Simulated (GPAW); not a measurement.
GPAW run on MoSi2 (P1, 3 atoms in the cell): self-consistent single point.

Level of theory: PBE, GPAW PAW datasets PBE (gpaw-data 1.0.1) (plane waves; GPAW).

The change in words: lattice scaled by 0.98. Reference geometry:
```xyz
3
Lattice="-1.6050 1.6050 3.9250 1.6050 -1.6050 3.9250 1.6050 1.6050 -3.9250" Properties=species:S:1:pos:R:3 pbc="T T T"
Si     0.0045    -0.0325     5.1948
Si    -0.0812     0.0058     2.6720
Mo     0.0767     0.0267    -0.0168
```

Reference input (self-consistent single point, DFT PBE, plane waves, GPAW PAW datasets PBE (gpaw-data 1.0.1)): mode = pw; ecut = 600 eV; xc = PBE; kpts = 7 7 9; mesh shift (steps) = 0 0 0; occupations.name = methfessel-paxton; occupations.width = 0.1 eV; occupations.order = 0; nbands = -9; symmetry.symmorphic = false; symmetry.tolerance = 0.0005; maxiter = 100. This run's input differs from it in these lines:

```diff
@@ -5,8 +5,8 @@
 atoms = Atoms(['Si', 'Si', 'Mo'],
-              cell=[[-1.605000, 1.605000, 3.925000],
-                    [1.605000, -1.605000, 3.925000],
-                    [1.605000, 1.605000, -3.925000]],
-              positions=[[0.004478, -0.032537, 5.194808],
-                         [-0.081152, 0.005813, 2.671999],
-                         [0.076672, 0.026725, -0.016811]],
+              cell=[[-1.572900, 1.572900, 3.846500],
+                    [1.572900, -1.572900, 3.846500],
+                    [1.572900, 1.572900, -3.846500]],
+              positions=[[0.004388, -0.031886, 5.090912],
+                         [-0.079529, 0.005697, 2.618559],
+                         [0.075139, 0.026190, -0.016475]],
               pbc=True)
```

The program printed (abridged):

```
     iter     time        total  log10-change:
                         energy   eigst   dens
iter:   1 --:--:--   -24.096029
iter:   2 --:--:--   -23.916579   -0.75  -1.12
iter:   3 --:--:--   -23.265211   -1.22  -1.15
iter:   4 --:--:--   -23.280741   -2.77  -1.31
iter:   5 --:--:--   -23.239985   -1.77  -1.35
iter:   6 --:--:--   -23.216898   -3.09  -2.01
iter:   7 --:--:--   -23.215019   -3.41  -2.17
iter:   8 --:--:--   -23.215792c  -4.18  -2.69
iter:   9 --:--:--   -23.214898c  -4.41  -2.53
iter:  10 --:--:--   -23.214894c  -5.63  -3.34
iter:  11 --:--:--   -23.214895c  -6.51  -3.45
iter:  12 --:--:--   -23.214879c  -5.91  -3.52
iter:  13 --:--:--   -23.214880c  -7.12  -3.98
iter:  14 --:--:--   -23.214880c  -8.07c -3.99
iter:  15 --:--:--   -23.214879c  -7.68c -3.99
iter:  16 --:--:--   -23.214880c  -7.25  -4.06c
iter:  17 --:--:--   -23.214879c  -8.51c -4.16c
Converged after 17 iterations.

Dipole moment: (-0.746002, 0.352155, -1.913337) |e|*Ang

Energy contributions relative to reference atoms: (reference = -125906.761132)

Kinetic:        +16.000761
Potential:      -13.380750
External:        +0.000000
XC:             -25.504454
Entropy (-ST):   -0.000528
Local:           -0.330173
SIC:             +0.000000
--------------------------
Free energy:    -23.215143
Extrapolated:   -23.214879

Showing only first 2 kpts
 Kpt  Band  Eigenvalues  Occupancy
  0     9     10.33966    2.00000
  0    10     13.18066    0.00018
  0    11     15.91113    0.00000
  0    12     16.30642    0.00000

  1     9     11.42685    2.00000
  1    10     11.85036    2.00000
  1    11     15.59543    0.00000
  1    12     16.28999    0.00000

Fermi level: 12.91575

No gap
No difference between direct/indirect transitions
Energy (eV): -23.214879

Forces in eV/Ang:
  0 Si    0.18163    0.49322    0.75874
  1 Si    1.38092    0.04095   -1.31895
  2 Mo   -1.55875   -0.53283    0.55993

Stress tensor:
    -0.113713    -0.003903     0.009935
    -0.003903    -0.122997    -0.002141
     0.009935    -0.002141    -0.134446
Stress (GPa, Voigt): [-18.2189 -19.7064 -21.5406  -0.343    1.5917  -0.6253]
```

The run converged in 17 iterations. GPAW prints stress with tension positive. Against the reference run the free energy rises by 58.0 meV/atom, the pressure goes from 4.48 to 19.82 GPa and the largest force goes from 1.488 to 1.910 eV/Å.

The starting cell has typed, rounded lattice constants, without a prior relaxation at this level. Its atoms were displaced at random from the sites of space group no. 139. For this run, on top of that: lattice scaled by 0.98. Spin polarisation is off. With a pressure of about 20 GPa the cell is away from its equilibrium volume at this level. Forces in this geometry exceed 1 eV/Å.

Cost on one core of a shared machine: roughly 5 min.
